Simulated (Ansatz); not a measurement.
Take InP in the zinc blende structure (space group F-43m, No. 216; a = 5.960 Å) as the base.

Structures relaxed with DFT with PBE, PAW potentials and a 420 eV plane-wave cutoff in Ansatz (a quantum-chemistry and plane-wave program), without spin-orbit coupling.

Base:

Simulated powder pattern, Cu Kα1, λ = 1.54056 Å (kinematic, ideal powder, no thermal factors, no anomalous dispersion; the 10 strongest lines at most, above 2 %, up to 2θ = 90°):

```csv
2θ (°),I/Imax (%),hkl
25.87,100,(111)
29.96,26,(200)
42.89,56,(220)
50.77,46,(311)
53.20,6.9,(222)
62.26,8.9,(400)
68.58,18,(331)
70.62,8.5,(420)
78.57,18,(422)
84.38,14,(333)
```

After one change:

Simulated powder pattern, Cu Kα1, λ = 1.54056 Å (kinematic, ideal powder, no thermal factors, no anomalous dispersion; the 10 strongest lines at most, above 2 %, up to 2θ = 90°):

| 2θ (°) | I/Imax (%) |
|---|---|
| 26.01 | 100 |
| 30.12 | 26 |
| 43.11 | 56 |
| 51.04 | 45 |
| 53.49 | 6.9 |
| 62.61 | 8.9 |
| 68.98 | 18 |
| 71.03 | 8.5 |
| 79.05 | 18 |
| 84.91 | 14 |

**Question.** Which of these changes matches the shifts?
(A) isotropic strain +0.50 %
(B) isotropic strain −0.50 %
(C) isotropic strain +1.00 %
(D) isotropic strain −3.00 %

**Answer.** B, isotropic strain −0.50 %. Its volume per atom is 26.06 Å³ against 26.46 Å³, and its space group is F-43m (No. 216).

Whether these cells are dynamically stable was not tested.
